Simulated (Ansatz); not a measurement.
Structures of equal composition on the (111) surface of fcc Ir: a pseudomorphic layer of Ni in the host's stacking; a pseudomorphic layer of Ni in the other hollow. The slabs share one bottom face, and each structure is named by its start. These are constructed structures in small cells; real faces may alloy, dewet or reconstruct in larger ones, and not all known structures of the face are among them. Slabs of about 11 Å, Fermi-Dirac smearing of 0.1 eV. Bottom of the slabs: a bare face, its two planes held. Relaxed from the named starts with such symmetry as they have, on meshes of like density; energies extrapolated to zero smearing; spin only where a row says so; no spin-orbit coupling, no U. Brackets mark spin-polarised runs, whose order is one that fits the cell.

The numbers are results of PBE (plane waves to 420 eV, PAW; Ansatz, a program for electronic structure), not measurements.

Q: Rank these by energy per 1x1 cell (lowest first), as PBE gives it.

A: a pseudomorphic layer of Ni in the host's stacking (0.000 eV [spin, 0.6 μB a cell]), a pseudomorphic layer of Ni in the other hollow (0.055 eV [spin, 0.6 μB a cell])
